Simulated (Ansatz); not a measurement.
Band structure of Mg (P6_3/mmc, 2 atoms in the cell).

```
CELL_PARAMETERS angstrom
      1.64352    -2.84666     0.00000
      1.64352     2.84666     0.00000
      0.00000     0.00000     5.33504
ATOMIC_POSITIONS crystal
  Mg 0.33333 0.66667 0.25000
  Mg 0.66667 0.33333 0.75000
```

Level of theory: PBE (plane waves, PAW; Ansatz, a first-principles code).

Settings: basis.ecutwfc = 420 eV; kpoints.mp_grid.grid = 12 12 6; hamiltonian.xc = pbe; hamiltonian.pseudopotentials = {kind: paw} (the program's default PAW files); scf.occupations.method = fermi_dirac; scf.occupations.width = 0.1 eV; kpoints.band_path.npoints = 8.

The starting cell has typed, rounded lattice constants, without a prior relaxation at this level. Its lattice was rescaled by a random factor within 2.5 % of one.

Levels in eV from the Fermi level, bands 7 to 13:
| point | 7 | 8 | 9 | 10 | 11 | 12 | 13 |
|---|---|---|---|---|---|---|---|
| Γ | -42.85 | -42.85 | -6.57 | -1.53 | -1.23 | 10.42 | 10.42 |
| M | -42.86 | -42.86 | -2.05 | -1.98 | 2.56 | 3.00 | 3.07 |
| K | -42.86 | -42.86 | -0.57 | -0.57 | -0.50 | 3.96 | 3.96 |
| A | -42.86 | -42.86 | -5.24 | -5.24 | 4.80 | 4.80 | 11.19 |
| L | -42.86 | -42.86 | -0.99 | -0.99 | -0.45 | -0.45 | 7.60 |
| H | -42.86 | -42.86 | 0.24 | 0.24 | 0.73 | 0.73 | 1.34 |

Bands cross the Fermi level along this path, so the cell is metallic at this level.

Keys are those of Ansatz 0.2.
